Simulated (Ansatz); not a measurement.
germanium (1 1 0) on cubic CsPbBr3 (1 1 0) (film strained to the substrate, started from cuts of the bulks and a machine-learned relaxation; metallic at this level, with no gap by band count; slabs Cs4Pb4Br10 and Ge24, which can lie off the formulas)

A periodic stack without vacuum, germanium (1 1 0) on cubic CsPbBr3 (1 1 0) (film strained to the substrate, started from cuts of the bulks and a machine-learned relaxation; metallic at this level, with no gap by band count; slabs Cs4Pb4Br10 and Ge24, which can lie off the formulas): substrate slab Cs4Pb4Br10, film Ge24, surface cells [[0, 1], [-1, 0]] and [[0, 2], [-1, 0]], film strained by +4.2 and +4.2 %, outermost planes BrCsPb/BrCsPb and Ge/Ge as cut, which need not be the usual terminations and can put a slab off its formula.

The start was prepared with a machine-learned potential, and the result is one local minimum, with the in-plane cell held and forces under 0.04 eV/Å; the film can end far from its bulk form.

Calculation: PBE (plane waves to 420 eV, PAW; Ansatz, a first-principles code). Spin–orbit coupling is left out; the runs are not spin-polarised. Its k-point mesh 3×4×1, Fermi–Dirac width 0.05 eV.

* **interface area**: 50.9 Å²
* **period**: 27.77 Å
* **heights between the nearest atoms of the two slabs at the two interfaces**: 2.26 and 2.26 Å
* **Cs–Ge contacts across the interfaces within 1.22 times the sum of covalent radii**: 4, mean 4.22 Å
* **Ge–Pb contacts across the interfaces within 1.22 times the sum of covalent radii**: 4, mean 3.12 Å

```
CELL_PARAMETERS angstrom
      8.46845    -0.00488     0.53415
     -0.00213     5.99938     0.08845
     -1.79265    -0.09280    27.71626
ATOMIC_POSITIONS crystal
  Cs 0.73667 0.03863 0.07460
  Pb 0.27001 0.54264 0.04021
  Br 0.29349 0.03058 0.05643
  Cs 0.27995 0.02726 0.19456
  Pb 0.78948 0.52781 0.20210
  Br 0.50789 0.53000 0.13583
  Br 0.98300 0.53436 0.10850
  Br 0.78921 0.02731 0.20635
  Cs 0.78520 0.01894 0.35516
  Pb 0.29018 0.51935 0.34785
  Br 0.10702 0.52426 0.25465
  Br 0.60757 0.52226 0.29510
  Br 0.28426 0.01983 0.34288
  Cs 0.23795 0.00994 0.47484
  Pb 0.77097 0.50332 0.51028
  Br 0.48330 0.51451 0.44102
  Br 0.00930 0.51689 0.41419
  Br 0.79468 0.01692 0.49318
  Ge 0.79477 0.85911 0.67063
  Ge 0.29322 0.89540 0.66850
  Ge 0.05200 0.64475 0.66667
  Ge 0.53620 0.64860 0.66732
  Ge 0.03184 0.41203 0.59151
  Ge 0.55133 0.40564 0.59406
  Ge 0.29030 0.21515 0.61143
  Ge 0.79425 0.20812 0.62554
  Ge 0.29457 0.87855 0.81485
  Ge 0.79423 0.89545 0.80924
  Ge 0.54803 0.65013 0.81081
  Ge 0.04072 0.64983 0.81068
  Ge 0.54027 0.39511 0.73947
  Ge 0.04778 0.39493 0.73931
  Ge 0.79415 0.16657 0.73517
  Ge 0.29392 0.14959 0.74089
  Ge 0.79137 0.82774 0.93780
  Ge 0.29570 0.83678 0.92489
  Ge 0.05243 0.63929 0.95598
  Ge 0.53363 0.63263 0.95889
  Ge 0.03773 0.39609 0.88279
  Ge 0.55287 0.40066 0.88354
  Ge 0.29601 0.18505 0.87948
  Ge 0.79424 0.15039 0.88155
```
